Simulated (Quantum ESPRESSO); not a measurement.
Quantum ESPRESSO run on Sc5Si3 (P6_3/mcm, 16 atoms in the cell): self-consistent single point.

Level of theory: PBEsol, GBRV 1.5 ultrasoft (PBESOL) pseudopotentials (plane waves; Quantum ESPRESSO).

```xyz
16
Lattice="7.8950 0.0000 0.0000 -3.9475 6.8373 0.0000 0.0000 0.0000 5.8451" Properties=species:S:1:pos:R:3 pbc="T T T"
Sc    -2.9940     5.1857     4.3838
Sc    -0.9535     1.6515     1.4613
Sc     1.9070     0.0000     1.4613
Sc     5.9880     0.0000     4.3838
Sc     0.9535     1.6515     4.3838
Sc     2.9940     5.1857     1.4613
Sc     0.0000     4.5582     2.9226
Sc     3.9475     2.2791     2.9226
Sc     3.9475     2.2791     0.0000
Sc     0.0000     4.5582     0.0000
Si     3.1160     0.0000     4.3838
Si     4.7790     0.0000     1.4613
Si     1.5580     2.6985     1.4613
Si     2.3895     4.1387     4.3838
Si    -1.5580     2.6985     4.3838
Si    -2.3895     4.1387     1.4613
```

Reference input (self-consistent single point, DFT, PBEsol, plane waves, GBRV 1.5 ultrasoft (PBESOL) pseudopotentials): ecutwfc = 50 Ry; ecutrho = 400 Ry; occupations = smearing; smearing = fd; degauss = 0.0036749 Ry; potentials = {Sc: sc_pbesol_v1.uspp.F.UPF, Si: si_pbesol_v1.uspp.F.UPF}; K_POINTS = automatic 3 3 4 0 0 0; conv_thr = 1e-10 Ry. This run's input differs from it in these lines:

```diff
@@ -12,4 +12,4 @@
   ntyp = 2
-  ecutwfc = 50
-  ecutrho = 400
+  ecutwfc = 30
+  ecutrho = 240
   occupations = 'smearing'
```

Output (repeated stretches shortened):

```
     Self-consistent Calculation

     iteration #  1     ecut=    30.00 Ry     beta= 0.70

     Threshold (ethr) on eigenvalues was too large:
     Diagonalizing with lowered threshold

     total energy              =   -1000.39991307 Ry
     estimated scf accuracy    <       0.66574088 Ry

     iteration #  2     ecut=    30.00 Ry     beta= 0.70

     total energy              =    -999.68471552 Ry
     estimated scf accuracy    <       7.11834548 Ry

     iteration #  3     ecut=    30.00 Ry     beta= 0.70

     total energy              =   -1000.58099012 Ry
     estimated scf accuracy    <       1.34665924 Ry

   [... 9 blocks of this kind left out ...]

     iteration # 13     ecut=    30.00 Ry     beta= 0.70

     total energy              =   -1000.74194672 Ry
     estimated scf accuracy    <          1.1E-09 Ry

     iteration # 14     ecut=    30.00 Ry     beta= 0.70
     End of self-consistent calculation

     the Fermi energy is     9.8018 ev

!    total energy              =   -1000.74194672 Ry
     estimated scf accuracy    <          6.3E-11 Ry
     smearing contrib. (-TS)   =      -0.00521996 Ry
     internal energy E=F+TS    =   -1000.73672676 Ry

     convergence has been achieved in  14 iterations

     Forces acting on atoms (cartesian axes, Ry/au):

     atom    1 type  1   force =     0.00162285   -0.00281086    0.00000000
     atom    2 type  1   force =    -0.00162285    0.00281086    0.00000000
     atom    3 type  1   force =     0.00324570    0.00000000    0.00000000
     atom    4 type  1   force =    -0.00324570   -0.00000000    0.00000000
     atom    5 type  1   force =     0.00162285    0.00281086    0.00000000
   [... lines left out ...]

     Total force =     0.008439     Total SCF correction =     0.000031

          total   stress  (Ry/bohr**3)                   (kbar)     P=      -30.72
  -0.00020322  -0.00000000   0.00000000          -29.89       -0.00        0.00
  -0.00000000  -0.00020322   0.00000000           -0.00      -29.89        0.00
   0.00000000   0.00000000  -0.00021996            0.00        0.00      -32.36

   JOB DONE.
```

The run converged in 14 iterations. Against the reference run the free energy goes up by 8.7 meV/atom, the pressure moves little (-3.01 to -3.07 GPa) and the largest force moves little (0.084 to 0.083 eV/Å).

The starting cell comes from a database of computed structures (which also holds hypothetical and non-ambient phases and stackings), without a prior relaxation at this level. At the lowered cutoff the pressure carries the error of an incomplete plane-wave basis.

Cost on one core of a shared machine: roughly 4 min.
